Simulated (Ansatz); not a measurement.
**TiS2: H interstitial (started 2.35 Å from the nearest host atom)**

Start from a 12-atom supercell of TiS$_{2}$ in the CdI2 type structure (space group P-3m1, No. 164; a = 3.360 Å, c = 5.523 Å; layered, stacked along the Cartesian z axis) at its relaxed geometry.

One thing is altered: a neutral H interstitial (started 2.35 Å from the nearest host atom), atoms relaxed at fixed cell, starting from a slightly rattled geometry.

The values are results of PBE-D3(BJ), PAW, 420 eV (Ansatz, a first-principles code; no spin-orbit coupling), earlier PAW set, not measurements. k-mesh 9×9×9 (Γ-centred); smearing 0.05 eV (Fermi–Dirac).

The pressure goes from zero to 1.1 GPa and the largest displacement of a host atom from its site in the perfect cell amounts to 0.08 Å. The final site of the added atom is 1 S at 1.44 Å.

The cell is small, so the values are those of an ordered compound at a high defect concentration; dilute-limit values will differ. All final runs are without spin polarisation. The defect cell is not spin-polarised.
